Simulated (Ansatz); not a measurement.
Take TiO2 in the anatase structure (space group I4_1/amd, No. 141; a = 3.7393 Å, c = 9.4551 Å) as the base. Axes: x, y, z lie along a, b, c of the conventional cell.

All numbers come from LDA, PAW, 420 eV (Ansatz, a quantum-chemistry and plane-wave program; no spin-orbit coupling).

Strains are applied to the cell and any free atomic positions relax; under biaxial strain the out-of-plane vector relaxes too.

One change was made to it. Results:

```json
[
 {"quantity": "band gap", "base": "2.08 eV", "after": "2.38 eV"},
 {"quantity": "pressure (mean of the normal stresses, compression positive)", "base": "0.00 GPa", "after": "4.54 GPa"},
 {"quantity": "energy relative to the base (free energy F)", "base": "0 meV/atom", "after": "+12 meV/atom"},
 {"quantity": "shortest interatomic distance", "base": "1.911 Å", "after": "1.883 Å"}
]
```

### Question
What was done to the base?
A) biaxial strain −3.00 %, plane normal [001], relaxed out of plane
B) biaxial strain −2.40 %, plane normal [001], relaxed out of plane
C) biaxial strain −1.20 %, plane normal [001], relaxed out of plane
D) biaxial strain −1.80 %, plane normal [001], relaxed out of plane
E) biaxial strain −0.60 %, plane normal [001], relaxed out of plane

### Answer
B, biaxial strain −2.40 %, plane normal [001], relaxed out of plane. For comparison, the band gap in the other runs: biaxial strain −1.80 %, plane normal [001], relaxed out of plane gives 2.30 eV; biaxial strain −1.20 %, plane normal [001], relaxed out of plane gives 2.23 eV; biaxial strain −0.60 %, plane normal [001], relaxed out of plane gives 2.15 eV; biaxial strain −3.00 %, plane normal [001], relaxed out of plane gives 2.47 eV.

Whether these cells are dynamically stable was not tested. All final runs are without spin polarisation.
